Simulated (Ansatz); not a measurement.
The reference is Cu in the fcc (Cu type) structure (space group Fm-3m, No. 225; a = 3.5634 Å).

Levels (all Ansatz, a program for electronic structure, PAW, earlier PAW set): PBEsol (420 eV, spin-orbit coupling left out); r2SCAN (500 eV, spin-orbit coupling left out).

The geometry is relaxed with PBEsol.

```
Item               Value
---------------  -------
PBEsol pressure  0.0 GPa
```

**Question.** What does r2SCAN give at this geometry for the pressure?

**Answer.** The pressure goes from zero to 2.2 GPa.

Single points use the geometry relaxed with PBEsol. Their cutoffs differ, which shifts pressures a little. No phonon test of stability was made. All final runs are without spin polarisation.
